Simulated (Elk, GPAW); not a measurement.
A GPAW input for a self-consistent single point of GaIr (Pm-3m, 2 atoms in the cell) (DFT LDA (Perdew-Wang 92), plane waves, GPAW PAW datasets LDA (gpaw-data 1.0.1)):

```python
from ase import Atoms
from ase.units import GPa
from gpaw import GPAW, PW

atoms = Atoms(['Ga', 'Ir'],
              cell=[[3.028500, 0.000000, 0.000000],
                    [0.000000, 3.028500, 0.000000],
                    [0.000000, 0.000000, 3.028500]],
              positions=[[0.000000, 0.000000, 0.000000],
                         [1.514250, 1.514250, 1.514250]],
              pbc=True)

calc = GPAW(mode=PW(550),
            xc='LDA',
            kpts=(9, 9, 9),
            occupations={'name': 'methfessel-paxton', 'width': 0.1, 'order': 0},
            nbands=-10,
            convergence={'density': 1e-05, 'energy': 1e-05},
            symmetry={'symmorphic': False, 'tolerance': 0.0005},
            maxiter=150,
            txt='-')

atoms.calc = calc

energy = atoms.get_potential_energy()
print('Energy (eV):', round(energy, 6))
forces = atoms.get_forces()
print('Forces (eV/Ang):')
print(forces.round(5))
stress = atoms.get_stress()
print('Stress (GPa, Voigt):', (stress / GPa).round(4))
```

Question: Translate this input to Elk.

Answer: One input that does it (others would too):

```
tasks
  0

xctype
  3

rgkmax
  7.5

gmaxvr
  16.0

nxlo
  2

lorbcnd
  .true.

lmaxi
  3

stype
  0

swidth
  0.00367493

scale
  1.889726125

avec
    3.0285000000    0.0000000000    0.0000000000
    0.0000000000    3.0285000000    0.0000000000
    0.0000000000    0.0000000000    3.0285000000

sppath
  './'

atoms
  2   : nspecies
  'Ga.in'   : spfname
  1   : natoms; atposl, bfcmt below
  0.0000000000  0.0000000000  0.0000000000    0.0 0.0 0.0
  'Ir.in'   : spfname
  1   : natoms; atposl, bfcmt below
  0.5000000000  0.5000000000  0.5000000000    0.0 0.0 0.0

ngridk
  9 9 9
```

Basis settings and potentials, where a program has them, do not carry over. This input uses DFT, LDA (PW92), all-electron FP-LAPW, Elk's shipped species files, APW+lo basis with extra local orbitals. LDA parametrisations can differ slightly between programs.

The starting cell comes from a database of computed structures (which also holds hypothetical and non-ambient phases and stackings), without a prior relaxation at this level.
